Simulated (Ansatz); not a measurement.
We consider C11b WSi2, described by LDA (Ansatz, a first-principles code, plane waves, PAW).

Numerical settings: plane-wave cutoff 520 eV, 24×24×24 k mesh, Fermi–Dirac smearing 0.05 eV, no spin polarisation, scalar-relativistic PAW data made under PBE.

The volume scan:

```csv
V (Å³/atom),E − E_lowest (meV/atom),P (GPa)
12.617,16.79,10.61
12.880,4.05,5.02
13.142,0.00,0.00
13.405,3.76,-4.51
13.668,14.54,-8.56
```

Problem. Fit the third-order Birch–Murnaghan equation and give B0 and B′.

Solution. V0 = 13.143 Å³/atom, B0 = 238 GPa, B′ = 4.4 (fit to the energies at full precision).

Shape and atoms are relaxed at each volume.

Note: the bulk modulus comes from volumes at which shape and atoms were relaxed.

Spin–orbit coupling is not included.

Computed values are for the static lattice.
